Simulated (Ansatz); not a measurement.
We consider WTe₂ (P6₃/mmc, No. 194, 6 atoms in the cell; start mp-1019322; a measured phase of this formula has another space group), described by PBEsol in Ansatz (plane waves, PAW).

Run with plane-wave cutoff 520 eV, 12×12×4 k mesh (along the axes of the cell as run), Fermi–Dirac smearing 0.01 eV, no spin polarisation, scalar-relativistic PAW data made under PBE.

Cell (relaxed at this level):

```xyz
6
Lattice="3.4966 0.0000 0.0000 -1.7483 3.0281 0.0000 0.0000 0.0000 14.0600" Properties=species:S:1:pos:R:3 pbc="T T T"
Te     0.0000     2.0187    12.3584
Te     1.7483     1.0094     1.7016
Te     1.7483     1.0094     5.3284
Te     0.0000     2.0187     8.7316
W      0.0000     2.0187     3.5150
W      1.7483     1.0094    10.5450
```

Task: Predict the band gap and Γ–Γ gap.

Result: 
* **band gap**: 0.84 eV (on the SCF k mesh)
* **Γ–Γ gap**: 3.12 eV

Note: the relaxation could not lower the start's symmetry, so the cell can be a saddle point above a distorted one; the cell has widely spaced layers and the level no dispersion term, so their spacing and the moduli can rest on weak binding.

Spin–orbit coupling is not included; with these elements it can move the gap by several tenths of an eV or more.

The result took roughly 100 core-seconds.

A start named mp-… is a Materials Project structure, which need not be a measured phase.

Ansatz is an electronic-structure program.
